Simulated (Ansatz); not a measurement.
**Zn: transverse stress against strain**

Zn (hcp, P6_3/mmc, 15.202 Å³/atom at rest, c along z) under a strain ε along c (axis z), the other axes held. PBE in Ansatz, a plane-wave DFT program (PAW, default set), 420 eV, 25×25×11 Γ-centred mesh, Fermi-Dirac smearing 0.10 eV; ions are relaxed within the symmetry of each cell. Stress is positive for a compressed cell.

Here s stands for strain and y for stress xx.

| strain (%) | stress xx (GPa) |
|---|---|
| -1.50 | 0.70 |
| -1.00 | 0.46 |
| -0.50 | 0.23 |
| 0.00 | 0.00 |
| 0.50 | -0.23 |
| 1.00 | -0.45 |
| 1.50 | -0.67 |
| 3.00 | ? |

Using a straight line, estimate the missing y at s = 3.00 from the other rows, showing the fit.

Means: s 0, y 0.006. About the means, the sum of products is -3.1950 and the sum of squares of s is 7.0000; the slope is their ratio. Least squares gives y = 0.006 - 0.4564·s. Residuals (row less fit): 0.009, -0.002, -0.004, -0.006, -0.008, 0.000, 0.009; standard error 0.008 (degrees of freedom: 5). The slope gives the elastic constant C13 = 46 ± 0.3 GPa. At the withheld row, y = 0.006 - 0.4564 × 3.0 = -1.363 GPa. The calculation gives -1.31 GPa, 0.053 GPa above the prediction (2.6 % of the range of y in the table). The row lies outside the fitted rows, so this is an extrapolation. From the scatter of the fitted rows alone, a prediction at this place has a standard error of 0.012 GPa, so the miss is 4.4 times that.

One order more, fitted to all 13 runs of the series, follows each within 0.01, so the miss is the next term of a smooth law. In a metal these values are sensitive to mesh and smearing; energies are taken to zero smearing, stresses follow the free energy. Rows are the converged runs of the series near zero and its far end; series whose fitted rows scatter by over a few per cent of the range, as at a crossing or softening among them, aren't shown in this form. Most that stay on the fit to the last digits aren't either.
